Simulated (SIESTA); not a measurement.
# Several settings converged on LuCd (P4mm, 2 atoms in the cell)

```
LuCd
1.0
    3.62278     0.00000     0.00000
    0.00000     3.62278     0.00000
    0.00000     0.00000     3.62278
Lu Cd
1 1
Direct
  0.50000   0.50000   0.51380
  0.00000   0.00000   0.00000
```

Base method: GGA PBEsol, numerical atomic orbitals DZP, PseudoDojo PBEsol standard norm-conserving potentials (rewritten from UPF to PSML) in SIESTA.

Base settings: XC.functional = GGA; XC.authors = PBEsol; potentials = PseudoDojo PBEsol standard; PAO.BasisSize = DZP; PAO.EnergyShift = 0.01 Ry; MeshCutoff = 350 Ry; kgrid.MonkhorstPack = 7 7 7; OccupationFunction = FD; ElectronicTemperature = 0.1 eV; MaxSCFIterations = 150.

Core times come from one kind of shared machine, to one figure; runs under 30 s give none.

**The k-point mesh at a smearing width of 0.02 eV**

In this ladder: ElectronicTemperature = 0.02 eV.

Only quantities that move along the ladder and can be compared are tabulated.

| kgrid.MonkhorstPack | free energy less the last step's (meV/atom) | pressure (GPa) | largest difference of a force vector from the last step's (eV/Å) | core time / last (rough) |
|---|---|---|---|---|
| 3 3 3 | 36.40 | -2.72 | 0.005 | 0.1 |
| 4 4 4 | 105.08 | -1.81 | 0.035 | 0.1 |
| 5 5 5 | 19.46 | -1.28 | 0.020 | 0.2 |
| 7 7 7 | -2.65 | -1.72 | 0.006 | 0.2 |
| 10 10 10 | -0.30 | -1.54 | 0.000 | 0.3 |
| 15 15 15 | 0.03 | -1.60 | 0.000 | 0.5 |
| 18 18 18 | 0.00 | -1.60 | 0.000 | 1 |

Coarsest kgrid.MonkhorstPack that holds the pressure within 0.5 GPa of the last step, with all finer ones: 4 4 4, at about 0.1 of the last step's time; the step before is off by 1.1 GPa.

Coarsest kgrid.MonkhorstPack that holds the free energy within 5 meV/atom of the last step, with all finer ones: 7 7 7, at about 0.2 of the last step's time; the step before is off by 19 meV/atom.

Coarsest kgrid.MonkhorstPack that holds the forces within 0.01 eV/Å of the last step, with all finer ones: 7 7 7, at about 0.2 of the last step's time; the step before is off by 0.020 eV/Å.

**The width of Fermi-Dirac smearing**

In this ladder: kgrid.MonkhorstPack = 12 12 12.

Narrow widths need finer meshes than wide ones, so the last steps can hold mesh noise.

Only quantities that move along the ladder and can be compared are tabulated; pressure and forces are left out, as mesh noise rules them at narrow widths.

```csv
ElectronicTemperature,free energy less the last step's (meV/atom),core time / last (rough)
1 eV,-1144.96,1.0
0.5 eV,-268.04,2
0.3 eV,-92.12,1
0.1 eV,0.00,1
```

Widest ElectronicTemperature that holds the free energy within 5 meV/atom: not settled: the last two steps still differ by 92 meV/atom, over half the tolerance, so the ladder does not show it.

**The SCF threshold**

In this ladder: SCF.DM.Tolerance = default; SCF.DM.Converge = false; SCF.H.Converge = false; SCF.FreeE.Converge = true.

The mesh stays at the base's, so the ladder's end is converged at best in this setting alone.

Only quantities that move along the ladder and can be compared are tabulated.

```tsv
SCF.FreeE.Tolerance	free energy less the last step's (meV/atom)	pressure (GPa)	core time / last (rough)
1.0E-01 eV	2.75	-1.46	0.4
1.0E-03 eV	0.02	-1.64	0.4
1.0E-05 eV	0.00	-1.68	0.4
1.0E-07 eV	0.00	-1.68	0.6
1.0E-10 eV	0.00	-1.68	0.9
1.0E-12 eV	0.00	-1.68	1
```

Coarsest SCF.FreeE.Tolerance that holds the free energy within 2 meV/atom of the last step, with all finer ones: 1.0E-03 eV, at about 0.4 of the last step's time; the step before is off by 2.8 meV/atom.

Coarsest SCF.FreeE.Tolerance that holds the pressure within 0.05 GPa of the last step, with all finer ones: 1.0E-03 eV, at about 0.4 of the last step's time; the step before is off by 0.22 GPa.

On the base run: the starting cell comes from a database of computed structures (which also holds hypothetical and non-ambient phases and stackings), without a prior relaxation at this level. Its lattice was rescaled by up to half a per cent. One atom was moved a little off its site on purpose. Values carry the incompleteness of an atom-centred basis.

Left out of this page: 2 runs of the series outside the window shown, repeating another row's setting, or not comparable.
